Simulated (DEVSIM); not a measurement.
System: illuminated Si n-on-p cell, one wavelength, with a back-surface field, at 300 K.

Layer 1 from the left is Si, thickness (μm) 0.180, Nd (cm⁻³) 2.6e18, τn (s) 1.5e-7, τp (s) 2.9e-7, absorption coefficient (cm⁻¹) 9700. Layer 2 from the left is Si, thickness (μm) 31.0, Na (cm⁻³) 2.9e17, τn (s) 2.2e-6, τp (s) 2.2e-6, absorption coefficient (cm⁻¹) 9700. Layer 3 from the left is Si, thickness (μm) 1.80, Na (cm⁻³) 9.6e18, τn (s) 2.2e-6, τp (s) 2.2e-6, absorption coefficient (cm⁻¹) 9700.

Left contact: ohmic, minority hole recombination velocity 40000 cm/s. Right contact: ohmic, minority electron recombination velocity 10000 cm/s. Voltage is applied to the left contact. Recombination: SRH at mid-gap, radiative, Auger. Light enters at the left, 3.5e17 photons cm⁻² s⁻¹, one pass, no reflection. Mobility is μmin + (μ − μmin)/(1 + (N/Nref)^α).

The device is made up for the run: typed textbook-type constants, with dimensions and the other settings drawn at random. Values at 300 K.

Si: gap (eV) 1.124, affinity (eV) 4.05, permittivity 11.7, Nc (cm⁻³) 2.86e19, Nv (cm⁻³) 3.1e19, μn (cm²/Vs) 1417, μp (cm²/Vs) 470, μn,min 52, μp,min 45, Nref,n 9.7e16, Nref,p 2.2e17, αn 0.68, αp 0.72, B (cm³/s) 4.7e-15, Cn (cm⁶/s) 2.8e-31, Cp (cm⁶/s) 9.9e-32.

DEVSIM, 1D drift-diffusion, Boltzmann statistics, complete ionisation; no tunnelling, impact ionisation, image-force lowering or self-heating.

What does the simulation give for the short-circuit current, the dark forward voltage at 100 A/cm², the open-circuit voltage?

short-circuit current 54.7 mA/cm²; dark forward voltage at 100 A/cm² 0.881 V; open-circuit voltage 0.668 V.
